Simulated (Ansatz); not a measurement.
## Ansatz run on TlAgI₂ (I4/mcm, 8 atoms in the cell): self-consistent single point

Level of theory: LDA (PW92), default PAW files made with PBE (plane waves; Ansatz, a program for electronic structure).

Input as run:

Ansatz 0.2 input:
```yaml
crystal:
  lattice:
    - [-4.272838, 4.272838, 3.943705]
    - [4.272838, -4.272838, 3.943705]
    - [4.272838, 4.272838, -3.943705]
  atoms:
    - { symbol: Tl, position: [0.250000, 0.250000, 0.000000] }
    - { symbol: Tl, position: [0.750000, 0.750000, 0.000000] }
    - { symbol: Ag, position: [0.750000, 0.250000, 0.500000] }
    - { symbol: Ag, position: [0.250000, 0.750000, 0.500000] }
    - { symbol: I, position: [0.322600, 0.822600, 0.145200] }
    - { symbol: I, position: [0.677400, 0.177400, 0.854800] }
    - { symbol: I, position: [0.822600, 0.677400, 0.500000] }
    - { symbol: I, position: [0.177400, 0.322600, 0.500000] }
basis:
  ecutwfc: 420.0
kpoints:
  mp_grid:
    grid: [5, 5, 5]
hamiltonian:
  xc: lda
  pseudopotentials:
    kind: paw
scf:
  occupations:
    method: fixed
output:
  forces: true
  eigenvalues: true
  stress: true
```

Log, with long lists cut:

```
WARN ansatz: RAYON_NUM_THREADS=1 ignored (pool sized by the plan → 1); use --threads N
Pseudopotentials: kind: paw
Pseudopotential: Tl, paw, valence charge 13
Pseudopotential: Ag, paw, valence charge 19
Pseudopotential: I, paw, valence charge 17
Crystal: 8 atoms, lattice volume = 288.003 Å³
Basis set: ecut = 420 eV, 5609 PW (Γ)
Bands: 80, of which v1, the nominal top of the filled ones, is band 66 counted from 1 (65 counted from 0)
Symmetry: 16 space group operations
Space group: I4/mcm (ITA 140), of the structure as read, at distance tolerance 6.6e-5 Å
k-points: 18 of 125
PAW frozen core: Tl, regenerated for the run's functional, and the local potential with it
PAW frozen core: Ag, regenerated for the run's functional, and the local potential with it
PAW frozen core: I, regenerated for the run's functional, and the local potential with it
Initial density: superposition of atomic densities (neutral atoms: chi_scale 0, normalization atom), corrected by the library's trained network
Initial wavefunctions: pseudopotential atomic-orbital guess
Eigensolver: davidson
Functional: x = slater, c = lda
SCF iter   1: F=—  HF=-66635.191799 eV  |F-HF|=—  |Δ(HF+E_count)|=         —  Δρ=5.77e-3  dr2=7.37e-2  ethr=1.77e-3  ⟨swp⟩=5.3  Hψ=4511  notcnv=0  defer=207
all-band conjugate gradients solve this SCF's bands
preconditioner: auto → Resta (q_TF=auto, 2.396 Å⁻¹)
SCF iter   2: F=—  HF=-66635.172003 eV  |F-HF|=—  |Δ(HF+E_count)|=   1.98e-2  Δρ=2.28e-3  dr2=8.90e-3  ethr=5.58e-5  ⟨swp⟩=2.1  Hψ=2848  notcnv=0  defer=214
SCF iter   3: F=—  HF=-66635.170138 eV  |F-HF|=—  |Δ(HF+E_count)|=   1.87e-3  Δρ=9.67e-4  dr2=1.91e-3  ethr=6.74e-6  ⟨swp⟩=2.9  Hψ=1994  notcnv=0  defer=214
SCF iter   4: F=—  HF=-66635.169845 eV  |F-HF|=—  |Δ(HF+E_count)|=   2.94e-4  Δρ=1.71e-4  dr2=9.61e-5  ethr=1.45e-6  ⟨swp⟩=2.0  Hψ=1543  notcnv=0  defer=208
SCF iter   5: F=—  HF=-66635.169774 eV  |F-HF|=—  |Δ(HF+E_count)|=   7.04e-5  Δρ=5.12e-5  dr2=5.26e-6  ethr=7.28e-8  ⟨swp⟩=2.0  Hψ=1752  notcnv=0  defer=199
SCF iter   6: F=—  HF=-66635.169776 eV  |F-HF|=—  |Δ(HF+E_count)|=   1.85e-6  Δρ=1.03e-5  dr2=3.68e-7  ethr=3.98e-9  ⟨swp⟩=2.0  Hψ=2364  notcnv=0  defer=199
SCF iter   7: F=-66635.169776 eV  HF=-66635.169776 eV  |F-HF|=7.83e-9  |Δ(HF+E_count)|=   5.17e-8  Δρ=2.86e-6  dr2=2.14e-8  ethr=7.58e-11  ⟨swp⟩=16.3  Hψ=8525  notcnv=0
SCF 1 converged in 7 iterations: F = -66635.169776 eV  dr2 = 2.14e-8
SCF converged after 7 iterations
Free energy (F): -66635.169776 eV
Harris-Foulkes:  -66635.169776 eV  (|F-HF|=7.83e-9)
Internal energy: -66635.169776 eV  (E = F + TS)
E sigma→0 (E₀):  -66635.169776 eV
Fermi energy:    5.806662 eV
--- Per-component energies (eV) ---
  E_band       = -2391.074403
  E_kinetic    = 2471.979754
  E_local      = -17119.238020  (includes V_loc(G=0)·N_el)
  E_nonlocal   = 479.066218
  E_hartree    = 8046.922969
  E_xc         = -1327.712753
  E_vxc        = -1260.852768  (∫ρ·V_xc dr)
  E_paw        = -45917.326053  (= ΣΔE_a)
  E_vpaw       = -3055.880890  (= ΣTr[D̂ρ^β])
  E_aug_tail   = 0.000798  (compensation charges beyond the density's cutoff)
  E_ewald      = -13273.154044
  E_core_change = 4.291353  (= ΣΔE_core)
  E_smearing   = -0.000000  (= −TS)
  E_closure    = -0.000000  (closes the sum)
  Σ components = -66635.169776   (vs F -66635.169776, Δ=0.00e0)
--- Forces (eV/Å), atoms counted from 1 ---
  atom   1  Tl     0.00000000     0.00000000     0.00000000
  atom   2  Tl     0.00000000     0.00000000     0.00000000
  atom   3  Ag    -0.00000000     0.00000000     0.00000000
  atom   4  Ag    -0.00000000     0.00000000     0.00000000
  atom   5  I      0.26635488     0.26635488    -0.00000000
  atom   6  I     -0.26635488    -0.26635488     0.00000000
  atom   7  I     -0.26635488     0.26635488    -0.00000000
  atom   8  I      0.26635488    -0.26635488    -0.00000000
  max |Σ_I F_I| component: 1.11e-16 eV/Å
--- Stress (GPa, compression-positive) ---
       -3.693558       0.000000       0.000000
        0.000000      -3.693558       0.000000
        0.000000       0.000000      -4.309761
  P = ⅓ Tr σ = -3.8990 GPa (-38.990 kbar)
  The stress holds the Pulay correction. Without it, at fixed plane waves, as pw.x and ABINIT print it: P = -3.9253 GPa
--- Band table (eV; the first three rows and the last of 18) ---
  k-point 0: bands = ["-83.9270", "-83.9269", "-47.5065", "-47.5065", "-47.5064", "-47.5064", "-47.5047", "-47.5033", "-38.0794", "-38.0793", "-38.0791", "-38.0791", "-38.0755", "-38.0755", "-38.0755", "-38.0753", "-38.0673", "-38.0672", "-38.0671", [...]
  k-point 1: bands = ["-83.9270", "-83.9269", "-47.5065", "-47.5065", "-47.5064", "-47.5064", "-47.5047", "-47.5033", "-38.0794", "-38.0793", "-38.0791", "-38.0791", "-38.0756", "-38.0755", "-38.0755", "-38.0753", "-38.0673", "-38.0672", "-38.0672", [...]
  k-point 2: bands = ["-83.9270", "-83.9269", "-47.5065", "-47.5065", "-47.5064", "-47.5064", "-47.5047", "-47.5033", "-38.0794", "-38.0793", "-38.0791", "-38.0791", "-38.0756", "-38.0755", "-38.0754", "-38.0753", "-38.0672", "-38.0672", "-38.0672", [...]
  k-point 17: bands = ["-83.9270", "-83.9269", "-47.5065", "-47.5065", "-47.5064", "-47.5064", "-47.5047", "-47.5033", "-38.0793", "-38.0793", "-38.0792", "-38.0791", "-38.0756", "-38.0755", "-38.0754", "-38.0754", "-38.0672", "-38.0672", [...]
```

The run converged in 7 iterations.

The starting cell comes from a database of computed structures (which also holds hypothetical and non-ambient phases and stackings), without a prior relaxation at this level. Its lattice was rescaled by a random factor within 2.5 % of one. Spin-orbit coupling is off. With a pressure of about -4 GPa the cell is away from its equilibrium volume at this level. Ansatz's pressure includes its estimate of the finite-basis (Pulay) stress. Another mesh or the band path of this cell gives a smaller gap, so this value is not converged in the mesh.
